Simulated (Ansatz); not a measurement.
Troubleshooting Ansatz (a quantum-chemistry and plane-wave program): a failed run on SrCd2Sb2 (P-3m1, 5 atoms in the cell). The aim is a self-consistent single point with DFT, PBEsol, plane waves, default PAW files made with PBE.

Cell that was meant: a = 4.7090 Å, b = 4.7090 Å, c = 7.8220 Å, α = 90.00°, β = 90.00°, γ = 120.00°.

Part of the input:

```yaml
    - [4.70900000, 0.00000000, 0.00000000]
    - [-2.35450000, 4.07811400, 0.00000000]
    - [0.00000000, 0.00000000, 7.82200000]
 atoms:
    - { symbol: Sr, position_ang: [0.00000000, 0.00000000, 0.00000000] }
    - { symbol: Cd, position_ang: [-0.00000235, 2.71874403, 4.93411760] }
    - { symbol: Cd, position_ang: [2.35450235, 1.35936997, 2.88788240] }
```

Output, abridged:

```
Error: YAML parse error: error: line 3 column 3: crystal: missing field `atoms` (a structure is typed as `lattice` and `atoms`, a molecule's as `atoms` in Å alone, or read from a run's directory, `checkpoint`)
 --> <input>:3:3
  |
1 | # Sr(CdSb)2
2 | crystal:
3 |   lattice:
  |   ^ crystal: missing field `atoms` (a structure is typed as `lattice` and `atoms`, a molecule's as `atoms` in Å alone, or read from a run's directory, `checkpoint`)
4 |     - [4.70900000, 0.00000000, 0.00000000]
5 |     - [-2.35450000, 4.07811400, 0.00000000]
  |
```

Task: Read the log: what does the program object to, and what is the fix?

Result: The fault is broken indentation. In YAML the indentation decides which section a key belongs to. To fix it, restore the indentation. The program stopped before any SCF iteration.

The sound input it was made from differs as follows (other fixes are possible):
```diff
- atoms:
+  atoms:
```

With that input, the run converged in 8 iterations: free energy E − TS (on the zero of these files) -32679.0384 eV; Fermi level (on the code's own zero) 9.68 eV; pressure -0.57 GPa; largest force (vector length) 0.003 eV/Å (DFT, PBEsol, plane waves, default PAW files made with PBE).

On the sound input: the starting cell comes from a database of published, mostly measured structures (it also holds non-ambient and calculated ones), without a prior relaxation at this level. Ansatz's pressure includes its estimate of the finite-basis (Pulay) stress. The run gives no clean gap (levels at the Fermi energy touch, overlap or are partly filled at this smearing), which alone does not show that the compound is a metal.
